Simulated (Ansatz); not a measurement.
Base system: BeS in the zinc blende structure (space group F-43m, No. 216; a = 4.8381 Å).

Computed with PBEsol, PAW, 420 eV (Ansatz, a program for electronic structure; scalar-relativistic without spin-orbit coupling).

One change was made to it. Results:

The width of the top valence band grows by 0.65 eV to 4.09 eV; the smallest direct gap drops by 0.06 eV to 5.48 eV; the band gap shrinks by 0.314 eV to 2.59 eV; the shortest interatomic distance shrinks by 0.084 Å (2.095 Å → 2.011 Å); the density goes up by 0.31 g/cm³, from 2.41 g/cm³ to 2.72 g/cm³.

Question: Name the change that was made.
A. pressure 2.1 GPa
B. pressure 0.9 GPa
C. pressure 15 GPa

Answer: C, pressure 15 GPa. For comparison, the band gap in the other runs: pressure 0.9 GPa gives 2.89 eV; pressure 2.1 GPa gives 2.86 eV.

Load acts through the strain it causes; cell and atoms are relaxed under it. No phonon test of stability was made. Competing high-pressure phases were not computed.
